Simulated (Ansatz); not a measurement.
Structures of equal composition on the (0001) surface of 4H silicon carbide (Si plane on top): (√3x√3)R30° Bi adatom at H3; (√3x√3)R30° Bi adatom at T4. The slabs share one bottom face, and each structure is named by its start. These are constructed structures in small cells; real faces may alloy, dewet or reconstruct in larger ones, and not all known structures of the face are among them. Slabs of about 10 Å, Fermi-Dirac smearing of 0.025 eV. Bottom of the slabs: H caps. Relaxed from the named starts with such symmetry as they have, on meshes of like density; energies extrapolated to zero smearing; spin only where a row says so; no spin-orbit coupling, no U. Brackets mark spin-polarised runs, whose order is one that fits the cell. Where a second, spin-polarised start was run, the lower counts.

Method: HSE06, at the PBE geometry (plane waves to 420 eV, PAW; Ansatz, a quantum-chemistry and plane-wave program).

Question: Rank these by energy per 1x1 cell (lowest first), as HSE06, at the PBE geometry gives it.

Answer: (√3x√3)R30° Bi adatom at T4 (0.000 eV), (√3x√3)R30° Bi adatom at H3 (0.111 eV)
